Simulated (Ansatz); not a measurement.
## TaC under a change: pressure 30 GPa

Base system: TaC in the rock salt structure (space group Fm-3m, No. 225; a = 4.440 Å).

Modification: cell and atoms relaxed at a pressure of 30 GPa.

The values are results of DFT with PBEsol, PAW potentials and a 420 eV plane-wave cutoff in Ansatz (an electronic-structure program), spin-orbit coupling left out, not measurements. Γ-centred 18×18×18 mesh, Fermi–Dirac width 0.05 eV.

| quantity | base | changed | shift |
|---|---|---|---|
| volume per atom | 10.94 Å³ | 10.15 Å³ | -0.79 Å³ |
| density | 14.64 g/cm³ | 15.78 g/cm³ | +1.135 g/cm³ |
| lattice parameter a | 4.440 Å | 4.331 Å | -0.109 Å |
| shortest interatomic distance | 2.220 Å | 2.165 Å | -0.055 Å |
| enthalpy H = E + PV relative to the base's energy | – | +1.97 eV/atom | – |
| band gap | zero | zero | – |

Load acts through the strain it causes; cell and atoms are relaxed under it. Stability against distortions was not tested. Competing high-pressure phases were not computed. All final runs are without spin polarisation. An odd electron count without spin: TaC.
